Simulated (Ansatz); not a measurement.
**Response to strain in SiC**

The parent structure is SiC in the zinc blende structure (space group F-43m, No. 216; a = 4.329 Å). Axes: x, y, z lie along the cube axes.

Strains are applied to the cell and any free atomic positions relax.

Calculations: LDA, PAW, 420 eV (Ansatz, an electronic-structure program; no spin-orbit coupling).

| uniaxial strain ε_zz (%) | band gap (eV) |
|---|---|
| 0 | 1.30 |
| 0.5 | 1.28 |
| 1 | 1.26 |
| 1.5 | 1.23 |
| 2 | ? |
| 2.5 | 1.19 |
| 3 | 1.17 |

Problem. Fit E_g = E₀ + Dε (ε in %) to the rows shown and predict the withheld row.

Solution. Least squares on the printed values gives E₀ = 1.30 eV, D = -44.1 meV per % of strain (largest residual 0.00 eV); this predicts 1.21 eV, and the run gives 1.21 eV, in agreement.

No phonon test of stability was made.
